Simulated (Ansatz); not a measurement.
**Competing hops of interstitial Cu in amorphous Si27O54 (a melt-quenched model of 81 atoms), charge state +1**

Defect migration in amorphous Si27O54 (a melt-quenched model of 81 atoms): interstitial Cu, charge state +1. Computed with PBE, PAW (plane waves to 420 eV; Ansatz, a quantum-chemistry and plane-wave program).

Settings: 81 host sites, the glass model's own volume, the Γ point alone, smearing 0.01 eV, spin-restricted, no image-charge correction. Static, classical nuclei. This is one neighbourhood of one small, fast-quenched model, and the added charge may sit on a native defect of the glass. The charge state is imposed; whether it is stable for some Fermi level was not computed. Sites that were not tried may lie lower.

Barriers: single points on a 2×2×2 k-point mesh shifted by half a step at the bands' geometries.

```json
[
 {"Route": "Cu moves alone to another site", "Start site over the lowest site run (eV)": "0.52", "Hop (Å)": "1.54", "Forward barrier (eV)": "0.18", "Backward barrier (eV)": "0.11", "Neighbours at the start": "O at 1.89, O at 1.90 Å", "Neighbours at the saddle": "O at 1.99, O at 2.19, O at 2.54 Å", "Saddle order": "not checked", "Forward, on the band's own sampling (eV)": "0.18"}
]
```

Paths come from nudged elastic bands with a climbing image.   A further band (a concerted move, in which Cu travels most, 1.66 Å) gave 0.63 eV forward on its own sampling, 0.63 eV above the lowest site run, but much of the cell moves along it, so it is not taken as a result. A further band (a concerted move, in which Cu travels most, 2.67 Å) gave 0.45 eV forward on its own sampling, 1.05 eV above the lowest site run, but a shoulder points to a second hump between its images, so it is not taken as a result. A further band (a concerted move, in which Cu travels most, 3.83 Å) gave 0.86 eV forward on its own sampling, 0.86 eV above the lowest site run, but a shoulder points to a second hump between its images, so it is not taken as a result.

The whole set of runs took about 4 core-hours (a rough figure).
